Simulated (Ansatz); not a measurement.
Base system: BN in the wurtzite structure (space group P6_3mc, No. 186; a = 2.5545 Å, c = 4.2246 Å). Axes: x lies along a and z along c of the hexagonal cell.

All numbers come from PBE in Ansatz (plane waves to 420 eV, PAW, without spin-orbit coupling).

Perturbation: the cell is compressed by 3.00 % along z with no lateral relaxation, atoms relaxed at fixed cell.

### Question
Predict the stress tensor and what it implies for the stiffness.

### Answer
Stress of the strained cell less that of the base (GPa, compression positive):
```
   2.03    0.00    0.00
   0.00    2.03    0.00
   0.00    0.00   33.55
```

Then −Δσ_ii/ε with ε = -0.0300 gives secant stiffness values (nonlinear terms included at this strain): C33 ≈ 1120 GPa, C13 ≈ 68 GPa and C23 ≈ 68 GPa.

As a check, the harmonic strain energy −½ V₀ Δσ:ε is 19 meV/atom; the computed energy rise is 18 meV/atom.

Whether these cells are dynamically stable was not tested.

Ansatz is a program for electronic structure.
